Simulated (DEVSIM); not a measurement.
Si n-i-p diode

System: Si n-i-p diode, at 300 K.

| layer (left to right) | material | thickness (μm) | Nd (cm⁻³) | Na (cm⁻³) | τn (s) | τp (s) |
|---|---|---|---|---|---|---|
| 1 | Si | 0.180 | 1.5e17 | - | 5.9e-5 | 5.9e-5 |
| 2 | Si | 1.50 | - | 2.4e11 | 5.9e-5 | 5.9e-5 |
| 3 | Si | 0.320 | - | 1e19 | 5.9e-5 | 5.9e-5 |

Left contact: ohmic. Right contact: ohmic. Voltage is applied to the left contact. Recombination: SRH at mid-gap, radiative. Mobility is constant in doping.

Constants are typed, rounded textbook-type inputs, not results; the design itself was drawn at random and stands for no fabricated device. Values at 300 K.

```
parameter           Si
-------------  -------
gap (eV)         1.124
affinity (eV)     4.05
permittivity      11.7
Nc (cm⁻³)      2.86e19
Nv (cm⁻³)       3.1e19
μn (cm²/Vs)       1417
μp (cm²/Vs)        470
B (cm³/s)      4.7e-15
```

Simulated with DEVSIM: 1D drift-diffusion, Boltzmann statistics, complete ionisation; no tunnelling, impact ionisation, image-force lowering or self-heating.

| Quantity | Result |
|---|---|
| Potential step across the device at zero bias | 0.959 V |
| Dark forward voltage at 1 A/cm² | 0.600 V |
| Dark forward voltage at 100 A/cm² | 0.732 V |

Dark forward current:

(V (V), J (A/cm²)): (-0.05, -1.0e-9); (-0.10, -6.0e-9); (-0.15, -3.5e-8); (-0.25, -1.4e-6); (-0.30, -9.6e-6); (-0.35, -6.6e-5); (-0.40, -0.00045); (-0.50, -0.022); (-0.55, -0.15); (-0.60, -0.98); (-0.65, -6.3); (-0.75, -180); (-0.80, -730); (-0.85, -2700)

Dark reverse current:

| V (V) | J (A/cm²) |
|---|---|
| 0.10 | 4.5e-10 |
| 0.25 | 7.3e-10 |
| 0.50 | 1.0e-9 |
| 0.75 | 1.2e-9 |
| 1.00 | 1.4e-9 |
| 1.50 | 1.6e-9 |
| 2.00 | 1.7e-9 |
| 2.50 | 1.8e-9 |
| 3.25 | 1.9e-9 |
| 4.00 | 1.9e-9 |
| 5.00 | 2.0e-9 |
